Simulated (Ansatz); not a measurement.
# Converging the plane-wave cutoff: AgO (P1, 8 atoms in the cell)

```xyz
8
Lattice="5.7798 0.0000 0.0000 0.0000 3.5137 0.0000 -1.6408 0.0000 5.2678" Properties=species:S:1:pos:R:3 pbc="T T T"
Ag    -0.8204     1.7569     2.6839
Ag     0.0000     0.0000     0.0000
Ag     2.8899     1.7569     0.0000
Ag     2.0695     0.0000     2.6339
O      3.6299     0.5830     1.4762
O      0.5091     2.9307     3.7915
O      1.3295     2.3399     1.1576
O      2.8096     1.1738     4.1101
```

Computed with PBEsol, default PAW files made with PBE (plane waves; Ansatz, a program for electronic structure).

Base settings: basis.ecutwfc = 420 eV; kpoints.mp_grid.grid = 2 4 2; hamiltonian.xc = pbesol; hamiltonian.pseudopotentials = {kind: paw} (the program's default PAW files); scf.occupations.method = fermi_dirac; scf.occupations.width = 0.1 eV.

The second cell is the first with its lattice scaled by 0.98.

The mesh stays at the base's, so the ladder's end is converged at best in this setting alone.

The first pressure column holds Ansatz's estimate of the finite-basis (Pulay) stress, which hides part of the cutoff error; the other is without it.

Only quantities that move along the ladder and can be compared are tabulated.

The count of work is k-points × plane waves × bands × iterations; it is no time. 

The starting cell comes from a database of computed structures (which also holds hypothetical and non-ambient phases and stackings), without a prior relaxation at this level. Its lattice was rescaled by up to half a per cent. One atom was moved a little off its site on purpose. A gap is left out here, as mesh or smearing make it unsure.

```csv
basis.ecutwfc,free energy less the last step's (meV/atom),energy of the compressed cell less the first (meV/atom),pressure (GPa),pressure without the Pulay estimate (GPa),largest difference of a force vector from the last step's (eV/Å),count of work / last
145 eV,48273.98,106.42,23.26,-1691.25,7.525,0.063
170 eV,21842.40,308.79,41.92,-927.11,4.012,0.076
190 eV,11428.05,18.03,22.85,-556.75,1.482,0.081
210 eV,5800.63,54.22,-0.29,-321.86,0.484,0.073
230 eV,2969.01,43.37,-5.71,-184.62,0.357,0.11
250 eV,1586.30,-7.45,-4.74,-108.55,0.206,0.11
295 eV,352.85,8.67,-1.77,-29.67,0.075,0.16
335 eV,92.62,13.50,-0.93,-9.49,0.013,0.17
380 eV,18.66,17.39,-0.90,-2.88,0.005,0.23
420 eV,4.70,17.35,-0.90,-1.42,0.001,0.27
460 eV,1.50,17.27,-0.89,-1.01,0.001,0.31
505 eV,0.90,17.26,-0.89,-0.91,0.001,0.35
565 eV,0.73,17.26,-0.90,-0.91,0.001,0.42
630 eV,0.52,17.25,-0.90,-0.91,0.001,0.50
735 eV,0.39,17.25,-0.90,-0.90,0.000,0.62
840 eV,0.22,17.24,-0.90,-0.91,0.000,0.76
1010 eV,0.00,17.23,-0.90,-0.90,0.000,1.0
```

State of the free energy at the end of the ladder: still drifting one way, by 0.39 meV/atom over the last two steps, so the last step is no safe reference.

Coarsest basis.ecutwfc that holds the pressure within 0.1 GPa of the last step, with all finer ones: 335 eV, at 0.17 of the last step's count of work; the step before is off by 0.87 GPa.

Coarsest basis.ecutwfc that holds the pressure without the Pulay estimate within 0.1 GPa of the last step, with all finer ones: 505 eV, at 0.35 of the last step's count of work; the step before is off by 0.11 GPa.

The energy difference between the two cells stays within 1 meV/atom of the last step's from 380 eV on, the total only from 505 eV on: much of the error is common to both cells and cancels.

At the lowest cutoff the pressure without the Pulay estimate lies 1690 GPa under the last step's, the usual sign of Pulay stress in an incomplete plane-wave basis.

Keys are those of Ansatz 0.2.
